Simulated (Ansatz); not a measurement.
Structures of equal composition on the (0001) surface of 4H silicon carbide (Si plane on top): (√3x√3)R30° Sn adatom at H3; (√3x√3)R30° Sn adatom at T4. The slabs share one bottom face, and each structure is named by its start. These are constructed structures in small cells; real faces may alloy, dewet or reconstruct in larger ones, and not all known structures of the face are among them. Slabs of about 10 Å, Fermi-Dirac smearing of 0.025 eV. Bottom of the slabs: H caps. Relaxed from the named starts with such symmetry as they have, on meshes of like density; energies extrapolated to zero smearing; spin only where a row says so; no spin-orbit coupling, no U. Brackets mark spin-polarised runs, whose order is one that fits the cell. Where a second, spin-polarised start was run, the lower counts.

Level of theory: r2SCAN, at the PBE geometry (plane waves to 500 eV, PAW; Ansatz, a first-principles code).

**Question.** Order them by energy per 1x1 cell (lowest first) at the level r2SCAN, at the PBE geometry.

**Answer.** (√3x√3)R30° Sn adatom at T4 (0.000 eV [spin, 1.0 μB a cell], gap 0.56 eV on the mesh), (√3x√3)R30° Sn adatom at H3 (0.124 eV [spin, 1.0 μB a cell], gap 0.60 eV on the mesh)
